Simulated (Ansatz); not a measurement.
We consider BeTi3 (model structure, started from the Cu3Au type, Pm-3m, No. 221, 4 atoms in the cell), described by PBEsol in Ansatz (PAW).

Numerical settings: plane-wave cutoff 520 eV, 14×14×14 k mesh, Fermi–Dirac smearing 0.05 eV, no spin polarisation, scalar-relativistic PAW data made under PBE.

Cell (relaxed at this level):

```xyz
4
Lattice="3.8613 0.0000 0.0000 0.0000 3.8613 0.0000 0.0000 0.0000 3.8613" Properties=species:S:1:pos:R:3 pbc="T T T"
Ti     0.0000     1.9307     1.9307
Ti     1.9307     1.9307     0.0000
Ti     1.9307     0.0000     1.9307
Be     0.0000     0.0000     0.0000
```

Task: Predict the bulk modulus.

Result: 
* **bulk modulus**: 117 GPa

Note: the run has no spin polarisation, so it can have missed a magnetic state; the bulk modulus is −V dP/dV from two relaxed cells at ±2 % in volume; the relaxation could raise the start's symmetry but not lower it, so the cell can be a saddle point.

Computed values are for the static lattice.

Computing time: about 70 core-seconds (a rough figure).

A model structure was made by putting elements into a prototype or built by hand; it is no filed structure, need not be a known phase, and can be a saddle point held by its symmetry.

Ansatz is an electronic-structure program.
